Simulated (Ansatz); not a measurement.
**How far PBE and r2SCAN part for La2O3, pressure 30 GPa**

The parent structure is La2O3 (space group P-3m1, No. 164; a = 3.9403 Å, c = 6.1880 Å).

(Cell as relaxed with PBE.)

Levels (all Ansatz, a program for electronic structure, PAW): PBE (420 eV, no SOC); r2SCAN (500 eV, without spin-orbit coupling).

Each level relaxes its own structure.

```csv
base,PBE,r2SCAN
volume per atom,16.64 Å³,16.43 Å³
lattice parameter a,3.940 Å,3.935 Å
band gap,3.83 eV,4.23 eV
```

One thing is altered: cell and atoms relaxed at a pressure of 30 GPa.

```json
[
 {"quantity": "lattice parameter a", "PBE": "3.829 Å", "r2SCAN": "3.835 Å"},
 {"quantity": "band gap", "PBE": "3.74 eV", "r2SCAN": "4.08 eV"},
 {"quantity": "shift of the gap caused by the change", "PBE": "-0.10 eV", "r2SCAN": "-0.15 eV"},
 {"quantity": "gap character", "PBE": "indirect, L → K", "r2SCAN": "indirect, L → K"}
]
```

PBE's lattice parameter a lies 0.006 Å below r2SCAN's (0.1 %); PBE's band gap lies 0.34 eV below r2SCAN's; PBE's shift of the gap caused by the change lies 0.055 eV above r2SCAN's; the two agree on the gap character. Neither level is exact; r2SCAN is the comparison here, not a measurement.

Load acts through the strain it causes; cell and atoms are relaxed under it. No phonon test of stability was made. Competing high-pressure phases were not computed.
